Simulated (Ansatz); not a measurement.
Base system: ZnS in the wurtzite structure (space group P6_3mc, No. 186; a = 3.782 Å, c = 6.208 Å). Axes: x lies along a and z along c of the hexagonal cell.

Computed with plane-wave PAW DFT at the PBEsol level (Ansatz, a quantum-chemistry and plane-wave program, 420 eV), no spin-orbit coupling.

For the base:

```
Property                              Value
---------------------  --------------------
Pressure                           0.0 kbar
Band gap                            2.15 eV
Valence-band top at Γ  0.00, 0.00, -0.09 eV
```

Now apply this change: uniaxial strain ε_zz = −2.40 %, all other strain components held at zero; the atoms relax in the strained cell.

### Question
What happens to the pressure, band gap, valence-band top at Γ and hole mass?

### Answer
The pressure (mean of the normal stresses, compression positive) goes from zero to 20.7 kbar; the band gap goes up by 0.15 eV to 2.30 eV; the valence-band top at Γ (three highest levels, from the VBM) changes from 0.00, 0.00, -0.09 eV to 0.00, -0.03, -0.03 eV; the hole mass comes out as 0.15 mₑ along z, 1.4 mₑ across (at Γ).

Effective masses come from finite differences of ±0.01 Å⁻¹. Whether these cells are dynamically stable was not tested.
